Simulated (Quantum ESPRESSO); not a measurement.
Quantum ESPRESSO run on NiSi2 (Fm-3m, 3 atoms in the cell): self-consistent single point.

Method: PBEsol, PSlibrary ultrasoft (PBE) pseudopotentials (plane waves; Quantum ESPRESSO 7.5).

```
NiSi2
1.0
    0.00000     2.73638     2.73638
    2.73638     0.00000     2.73638
    2.73638     2.73638     0.00000
Si Ni
2 1
Direct
  0.25000   0.25000   0.25000
  0.75000   0.75000   0.75000
  0.00000   0.00000   0.00000
```

Reference input (self-consistent single point, DFT, PBE, plane waves, PSlibrary ultrasoft (PBE) pseudopotentials): ecutwfc = 50 Ry; ecutrho = 300 Ry; occupations = smearing; smearing = fermi-dirac; degauss = 0.0036749 Ry; potentials = {Si: Si.pbe-n-rrkjus_psl.1.0.0.UPF, Ni: Ni.pbe-n-rrkjus_psl.1.0.0.UPF}; K_POINTS = automatic 14 14 14 0 0 0; conv_thr = 1e-11 Ry; mixing_beta = 0.4. This run's input differs from it in these lines:

```diff
@@ -17,2 +17,3 @@
  degauss = 0.0036749
+ input_dft = 'pbesol'
 /
```

Log, with long lists cut:

```
     Self-consistent Calculation

     iteration #  1     ecut=    50.00 Ry     beta= 0.40

     total energy              =    -122.80892889 Ry
     estimated scf accuracy    <       0.31507743 Ry

     iteration #  2     ecut=    50.00 Ry     beta= 0.40

     total energy              =    -122.77294686 Ry
     estimated scf accuracy    <       1.67115406 Ry

     iteration #  3     ecut=    50.00 Ry     beta= 0.40

     total energy              =    -122.93229791 Ry
     estimated scf accuracy    <       0.01608568 Ry

   [... 8 blocks of this kind left out ...]

     iteration # 12     ecut=    50.00 Ry     beta= 0.40

     total energy              =    -122.93668935 Ry
     estimated scf accuracy    <          2.0E-09 Ry

     iteration # 13     ecut=    50.00 Ry     beta= 0.40
     End of self-consistent calculation

     Number of k-points >= 100: set verbosity='high' to print the bands.

     the Fermi energy is    11.3444 ev

!    total energy              =    -122.93668935 Ry
     estimated scf accuracy    <          5.1E-12 Ry
     smearing contrib. (-TS)   =      -0.00051716 Ry
     internal energy E=F+TS    =    -122.93617219 Ry

     convergence has been achieved in  13 iterations

     Forces acting on atoms (cartesian axes, Ry/au):

     atom    1 type  1   force =     0.00000000   -0.00000000    0.00000000
   [... zero for the other atoms too ...]

     Total force =     0.000000     Total SCF correction =     0.000000

          total   stress  (Ry/bohr**3)                   (kbar)     P=      -66.24
  -0.00045027   0.00000000   0.00000000          -66.24        0.00        0.00
   0.00000000  -0.00045027   0.00000000            0.00      -66.24        0.00
   0.00000000   0.00000000  -0.00045027            0.00        0.00      -66.24

   JOB DONE.
```

The run converged in 13 iterations. Against the reference run the pressure goes from -2.29 to -6.62 GPa.

The starting cell has typed, rounded lattice constants, without a prior relaxation at this level. Its lattice was rescaled by a random factor within 2.5 % of one. Spin polarisation is off. With a pressure of about -7 GPa the cell is away from its equilibrium volume at this level.

Cost on one core of a shared machine: roughly 60 s.
